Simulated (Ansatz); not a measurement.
This Ansatz (a quantum-chemistry and plane-wave program) input is the reference run, HfO₂ (space group P4_2/nmc, No. 137), computed with PBE/PAW in Ansatz, spin-orbit coupling left out, earlier PAW set:

Ansatz 0.2 input:
```yaml
crystal:
  lattice:
    - [3.604819515, 0, 0]
    - [0, 3.604819515, 0]
    - [0, 0, 5.2650178401]
  atoms:
    - { symbol: Hf, position: [0, 0, 0] }
    - { symbol: Hf, position: [0.5, 0.5, 0.5] }
    - { symbol: O, position: [0, 0.5, 0.193237069] }
    - { symbol: O, position: [0, 0.5, 0.693237069] }
    - { symbol: O, position: [0.5, 0, 0.306762931] }
    - { symbol: O, position: [0.5, 0, 0.806762931] }
basis: { ecutwfc: 420, ecutrho_ratio: 4, xc_grid: 2, fft_grid_basis: typed }
kpoints: { mp_grid: { grid: [9, 9, 6] } }
hamiltonian:
  xc: pbe
  dispersion: none
  pseudopotentials: { azcp: { folder: ./paw }, kind: paw }
scf: { occupations: { method: fermi_dirac, width: 0.05 }, convergence: { dr2_threshold: 0.0000000006 } }
output: { forces: true, stress: true }
checkpoint: { write: state.ck, write_every: 1000 }
```

Problem. Write the input for this change: cell and atoms relaxed at a pressure of 3 GPa.

Solution. 
Ansatz 0.2 input:
```yaml
crystal:
  lattice:
    - [3.604819515, 0, 0]
    - [0, 3.604819515, 0]
    - [0, 0, 5.2650178401]
  atoms:
    - { symbol: Hf, position: [0, 0, 0] }
    - { symbol: Hf, position: [0.5, 0.5, 0.5] }
    - { symbol: O, position: [0, 0.5, 0.193237069] }
    - { symbol: O, position: [0, 0.5, 0.693237069] }
    - { symbol: O, position: [0.5, 0, 0.306762931] }
    - { symbol: O, position: [0.5, 0, 0.806762931] }
basis: { ecutwfc: 420, ecutrho_ratio: 4, xc_grid: 2, fft_grid_basis: typed }
kpoints: { mp_grid: { grid: [9, 9, 6] } }
hamiltonian:
  xc: pbe
  dispersion: none
  pseudopotentials: { azcp: { folder: ./paw }, kind: paw }
scf: { occupations: { method: fermi_dirac, width: 0.05 } }
relax: { f_tol: 0.01, max_steps: 60, cell: { stress_tol: 0.02, p_target: 3.0 } }
output: { forces: true, stress: true }
checkpoint: { write: state.ck, write_every: 1000 }
```
This is the input that was run.

Load acts through the strain it causes; cell and atoms are relaxed under it. Whether these cells are dynamically stable was not tested. This is not the structure that HfO2 has at room temperature and ambient pressure.
